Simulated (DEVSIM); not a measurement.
System: p-channel Si planar bulk MOSFET with SiON, at 300 K.

* **Gate length**: 50 nm
* **Source drain length**: 40 nm
* **Dielectric thickness**: 1.5 nm
* **Lateral straggle**: 2.2 nm
* **Underlap**: 0 nm
* **Junction depth**: 17.8 nm
* **Substrate depth**: 184 nm
* **Gate work function**: 5.01 eV
* **Source and drain doping**: 1e20 cm⁻³, Gaussian tails under the gate
* **Body doping**: 9.8e17 cm⁻³
* **Lifetime**: 2e-8 s
* **Supply**: 0.6 V

All mobilities are scaled by 0.3; velocity saturation, μ/(1 + (μE/vsat)^b)^(1/b) with b = 2 for electrons and 1 for holes and E the electric field along each mesh edge, is on. Mobility is μmin + (μ − μmin)/(1 + (N/Nref)^α).

The device is made up for the run: typed textbook-type constants, with dimensions and the other settings drawn at random. Values at 300 K.

Si: gap (eV) 1.124, affinity (eV) 4.05, permittivity 11.7, Nc (cm⁻³) 2.86e19, Nv (cm⁻³) 3.1e19, μn (cm²/Vs) 1417, μp (cm²/Vs) 470, μn,min 52, μp,min 45, Nref,n 9.7e16, Nref,p 2.2e17, αn 0.68, αp 0.72, vsat,n (cm/s) 1e7, vsat,p (cm/s) 8.4e6. SiON: gap (eV) 7, affinity (eV) 1.4, permittivity 5.5.

DEVSIM, 2D drift-diffusion, Boltzmann statistics, complete ionisation; no quantum confinement, tunnelling, impact ionisation, self-heating, contact resistance or fringe fields beside the gate. Metal contacts follow the ideal Schottky-Mott rule: no Fermi-level pinning, no interface dipoles.

Transfer curves, |Id| in μA/μm:

| Vg (V) | Vd = -0.05 V | Vd = -0.6 V |
|---|---|---|
| 0.18 | 3.965e-6 | 1.415e-5 |
| 0.15 | 1.011e-5 | 3.559e-5 |
| 0.12 | 2.585e-5 | 8.988e-5 |
| 0.09 | 6.617e-5 | 0.0002276 |
| 0.06 | 0.0001696 | 0.0005779 |
| 0.03 | 0.0004351 | 0.001470 |
| 0 | 0.001116 | 0.003741 |
| -0.03 | 0.002862 | 0.009514 |
| -0.06 | 0.007327 | 0.02411 |
| -0.09 | 0.01869 | 0.06080 |
| -0.12 | 0.04734 | 0.1518 |
| -0.15 | 0.1183 | 0.3715 |
| -0.18 | 0.2879 | 0.8764 |
| -0.21 | 0.6664 | 1.945 |
| -0.24 | 1.422 | 3.960 |
| -0.27 | 2.718 | 7.257 |
| -0.3 | 4.587 | 12.05 |
| -0.33 | 6.908 | 18.36 |
| -0.36 | 9.503 | 26.12 |
| -0.39 | 12.22 | 35.21 |
| -0.42 | 14.97 | 45.54 |
| -0.45 | 17.69 | 56.98 |
| -0.48 | 20.35 | 69.45 |
| -0.51 | 22.93 | 82.87 |
| -0.54 | 25.43 | 97.13 |
| -0.57 | 27.85 | 112.2 |
| -0.6 | 30.18 | 127.9 |

Question: Work out the subthreshold swing at low drain bias from the rows at 0.06 and 0.03 V, and compare it with the thermal limit.

Answer: log10(0.0004351/0.0001696) = 0.409 over 30.0 mV, so S = 73.3 mV/decade. The limit kT/q ln 10 is 59.5 mV/decade; the ratio is 1.23. This is the steepest step of the table.

Question: Find both thresholds at the constant current 0.1 μA × (1 μm/L) a micrometre, and the DIBL.

Answer: The current is 2.00 μA/μm. Interpolating ln Id gives -0.256 V and -0.211 V; their difference over the 0.55 V of drain bias is 81 mV/V.

Source and drain are degenerate, where Boltzmann statistics are only rough. The electric field that drives the saturation includes the junctions' built-in field, which lowers the mobility there even at small currents: subthreshold currents come out too low, a known weakness of this choice.
